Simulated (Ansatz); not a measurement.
## What uniaxial stress, 8 GPa compression along x does to BeTe

Consider BeTe in the zinc blende structure (space group F-43m, No. 216; a = 5.6046 Å). Axes: x, y, z lie along the cube axes.

The change: uniaxial stress, 8 GPa compression along x, with the cell and atoms free to relax against it.

Computed with PBEsol, PAW, 420 eV (Ansatz, a quantum-chemistry and plane-wave program; spin-orbit coupling left out), earlier PAW set. Γ-centred 10×10×10 mesh, Fermi–Dirac width 0.05 eV.

```csv
quantity,base,changed,shift
volume per atom,22.01 Å³,20.94 Å³,-1.062 Å³
space group,F-43m (No. 216),I-4m2 (No. 119),–
shortest interatomic distance,242.7 pm,240.9 pm,-1.74 pm
energy relative to the base (free energy F),0 meV/atom,+97 meV/atom,+97 meV/atom
band gap,1.84 eV,0.42 eV,-1.42 eV
gap character,–,"indirect, Γ → Γ–M (94 % along)",–
smallest direct gap,3.61 eV,2.88 eV,-0.725 eV
hole mass,–,"0.19 mₑ along x, 0.33 mₑ across (at Γ)",–
"valence-band top at Γ (three highest levels, from the VBM)","0.00, 0.00, 0.00 eV","0.00, -0.84, -0.84 eV",–
"strain response (xx, yy, zz)",–,"(−14.47, +5.49, +5.49) %",–
```

Final structure:

```
CELL_PARAMETERS angstrom
      0.00000     2.95611     2.95611
      2.39666     0.00000     2.95611
      2.39666     2.95611     0.00000
ATOMIC_POSITIONS crystal
  Te 0.75000 0.75000 0.75000
  Be 0.00000 0.00000 0.00000
```

With Te present, leaving out spin-orbit coupling can change the band edges. Effective masses come from finite differences of ±0.01 Å⁻¹. Beyond what the load breaks, stability against distortions was not tested. Labels are those of the standard path for the cell's own space group.
